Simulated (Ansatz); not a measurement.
**Nb under a change: pressure 15 GPa**

The reference is Nb in the bcc (W type) structure (space group Im-3m, No. 229; a = 3.2712 Å).

Modification: cell and atoms relaxed at a pressure of 15 GPa.

Computed with PBEsol (Ansatz, an electronic-structure program), spin-orbit coupling left out, earlier PAW set. k-mesh 20×20×20 (Γ-centred); smearing 0.05 eV (Fermi–Dirac).

```json
[
 {"quantity": "density", "base": "8.81 g/cm³", "changed": "9.47 g/cm³", "shift": "+0.654 g/cm³"},
 {"quantity": "lattice parameter a", "base": "3.271 Å", "changed": "3.194 Å", "shift": "-0.077 Å"},
 {"quantity": "enthalpy H = E + PV relative to the base's energy", "base": "–", "changed": "+1.58 eV/atom", "shift": "–"},
 {"quantity": "band gap", "base": "zero", "changed": "zero", "shift": "–"}
]
```

Cost of the whole job for the changed cell (relaxation, final SCF and bands): roughly 12 core-seconds.

Load acts through the strain it causes; cell and atoms are relaxed under it. Whether these cells are dynamically stable was not tested. No other phases were tried under pressure. All final runs are without spin polarisation.
